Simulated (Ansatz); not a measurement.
## A computed series for HfC: thickness series

Base system: HfC in the rock salt structure (space group Fm-3m, No. 225).

```xyz
2
Lattice="0.0000 2.3203 2.3203 2.3203 0.0000 2.3203 2.3203 2.3203 0.0000" Properties=species:S:1:pos:R:3 pbc="T T T"
C      0.0000     0.0000     0.0000
Hf     2.3203     2.3203     2.3203
```

Cartesian axes are those of the cell as printed.

Free-standing slabs (2 atom(s) a layer) normal to the z axis with 15 Å of vacuum; in-plane cell held at bulk.

The values are results of r2SCAN/PAW in Ansatz (a quantum-chemistry and plane-wave program), no spin-orbit coupling, not measurements.

Notes on the quantities. excess energy per area of both faces: slab less bulk energy over the cell's area: twice a surface energy; uncertain by up to 0.2 J/m²; layer's space group: with vacuum.

```json
[
 {"variant": "base", "excess energy per area of both faces": "–", "thickness between the outermost nuclei": "–", "shortest interatomic distance": "2.320 Å", "layer's space group": "–"},
 {"variant": "1 layer", "excess energy per area of both faces": "–", "thickness between the outermost nuclei": "–", "shortest interatomic distance": "2.320 Å", "layer's space group": "P4/mmm (No. 123)"},
 {"variant": "2 layers", "excess energy per area of both faces": "3.92 J/m²", "thickness between the outermost nuclei": "2.22 Å", "shortest interatomic distance": "2.199 Å", "layer's space group": "P4/nmm (No. 129)"},
 {"variant": "3 layers", "excess energy per area of both faces": "3.8 J/m²", "thickness between the outermost nuclei": "4.59 Å", "shortest interatomic distance": "2.233 Å", "layer's space group": "P4/mmm (No. 123)"},
 {"variant": "4 layers", "excess energy per area of both faces": "3.8 J/m²", "thickness between the outermost nuclei": "6.94 Å", "shortest interatomic distance": "2.229 Å", "layer's space group": "P4/nmm (No. 129)"},
 {"variant": "5 layers", "excess energy per area of both faces": "3.8 J/m²", "thickness between the outermost nuclei": "9.26 Å", "shortest interatomic distance": "2.224 Å", "layer's space group": "P4/mmm (No. 123)"},
 {"variant": "6 layers", "excess energy per area of both faces": "3.7 J/m²", "thickness between the outermost nuclei": "11.58 Å", "shortest interatomic distance": "2.220 Å", "layer's space group": "P4/nmm (No. 129)"},
 {"variant": "7 layers", "excess energy per area of both faces": "3.7 J/m²", "thickness between the outermost nuclei": "13.91 Å", "shortest interatomic distance": "2.220 Å", "layer's space group": "P4/mmm (No. 123)"}
]
```

The excess energy carries the mismatch between the slab's and the bulk's meshes. No phonon test of stability was made. The final runs are not spin-polarised.
